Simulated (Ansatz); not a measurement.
## Hf, pressure series

The reference is Hf in the hcp (Mg type) structure (space group P6_3/mmc, No. 194; a = 3.159 Å, c = 5.000 Å).

Cell and atoms are relaxed at each pressure.

Level of theory: Ansatz (an electronic-structure program) PBEsol, no spin-orbit coupling.

```json
[
 {"variant": "base", "density": "13.72 g/cm³", "shortest interatomic distance": "3.095 Å"},
 {"variant": "pressure −2 GPa", "density": "13.47 g/cm³", "shortest interatomic distance": "3.113 Å"},
 {"variant": "pressure −1 GPa", "density": "13.60 g/cm³", "shortest interatomic distance": "3.104 Å"},
 {"variant": "pressure 1.8 GPa", "density": "13.93 g/cm³", "shortest interatomic distance": "3.079 Å"},
 {"variant": "pressure 4.2 GPa", "density": "14.21 g/cm³", "shortest interatomic distance": "3.060 Å"},
 {"variant": "pressure 9 GPa", "density": "14.72 g/cm³", "shortest interatomic distance": "3.026 Å"},
 {"variant": "pressure 18 GPa", "density": "15.59 g/cm³", "shortest interatomic distance": "2.972 Å"},
 {"variant": "pressure 30 GPa", "density": "16.62 g/cm³", "shortest interatomic distance": "2.916 Å"},
 {"variant": "pressure 45 GPa", "density": "17.77 g/cm³", "shortest interatomic distance": "2.861 Å"},
 {"variant": "pressure 60 GPa", "density": "18.82 g/cm³", "shortest interatomic distance": "2.809 Å"}
]
```

Load acts through the strain it causes; cell and atoms are relaxed under it. Stability against distortions was not tested. Competing high-pressure phases were not computed. All final runs are without spin polarisation.
